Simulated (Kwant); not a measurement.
Model system: GaN/Al0.2Ga0.8N stack with 1 barrier. One parabolic valley. Leads of mass 0.2 mₑ with the band edge at 0; grid 0.1 nm; bias 0 V, dropping linearly over the stack.

```tsv
layer	thickness (nm)	band offset (eV)	mass (mₑ)
1	2.3	0.35	0.22
```

Constants are typed, rounded textbook-type inputs, not results; the design itself was drawn at random and stands for no fabricated device.

Computed with Kwant: one-band effective-mass tight-binding model in one dimension, coherent, no space charge.

Q: Work out the transmission below the barrier top from T = 1/(1 + ((ζ + 1/ζ)/2)² sinh²(κa)), ζ = (k/m_lead)/(κ/m_barrier).

A: E = 0.05474 eV: k = 0.5360 nm⁻¹, κ = 1.306 nm⁻¹, ζ = 0.4516, T = 0.00554. The simulation gives 0.00558, the same within the digits that matter. E = 0.1475 eV: k = 0.8798 nm⁻¹, κ = 1.081 nm⁻¹, ζ = 0.8950, T = 0.0269. The simulation gives 0.0270, the same within the digits that matter. E = 0.227 eV: k = 1.091 nm⁻¹, κ = 0.8429 nm⁻¹, ζ = 1.424, T = 0.0710. The simulation gives 0.0709, the same within the digits that matter. What differs comes from the grid.
